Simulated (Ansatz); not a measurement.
Results of r²SCANh in Ansatz (plane waves, PAW) for L1₂ (Cu3Au-type) Ni3Al.

Numerical settings: plane-wave cutoff 520 eV, 8×8×8 k mesh, Fermi–Dirac smearing 0.05 eV, spin-polarised with parallel moments, scalar-relativistic PAW data made under PBE.

Results at a series of volumes:

| V (Å³/atom) | E − E_lowest (meV/atom) | P (GPa) |
|---|---|---|
| 10.372 | 18.70 | 11.56 |
| 10.644 | 4.41 | 5.37 |
| 10.950 | 0.00 | -0.61 |
| 11.190 | 4.01 | -4.68 |
| 11.463 | 15.50 | -8.71 |

What bulk modulus B0 and pressure derivative B′ does a third-order Birch–Murnaghan fit give?

V0 = 10.917 Å³/atom, B0 = 200 GPa, B′ = 4.6 (fit to the energies at full precision).

Measured, for comparison: bulk modulus 174 GPa (temperature not stated, no zero-point or thermal correction; as tabulated in Zarkevich et al. (2023), arXiv:2304.06869); equilibrium volume per atom 11.39 Å³/atom (temperature not stated, no zero-point or thermal correction; as tabulated in Tensorial elastic properties and stability of interface states associated with …). Computed (rounded) less measured: bulk modulus +15 %, equilibrium volume per atom -4.1 %.

Static lattice: no zero-point or thermal effects.

Ansatz is a first-principles code.
